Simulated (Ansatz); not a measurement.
Relaxation of the outer planes of the (311) surface of fcc Al in its 1x1 cell, outermost plane spacing 1.22 Å in the ideal cut.

These are PBE (plane waves to 420 eV, PAW; Ansatz, a quantum-chemistry and plane-wave program) values and carry that method's errors.

Set-up: 9 atoms, 9.7 Å thick at the start (thin: gaps and levels are the slab's own); mesh 14x8x1; 0.1 eV smearing; dipole correction on; all atoms relaxed; held to the part of the start's symmetry that mesh and held atoms allow; no spin, no spin-orbit, no U.

| plane | atoms | bulk spacing to the next (Å) | relaxed spacing (Å) | change (%) | rumpling (Å) |
|---|---|---|---|---|---|
| 1 | Al | 1.219 | … | … | 0.00 |
| 2 | Al | 1.219 | 1.327 | 8.9 | 0.00 |

Q: Complete the blanks.

A: 
- 1, relaxed spacing (Å): 1.117
- 1, change (%): -8.4
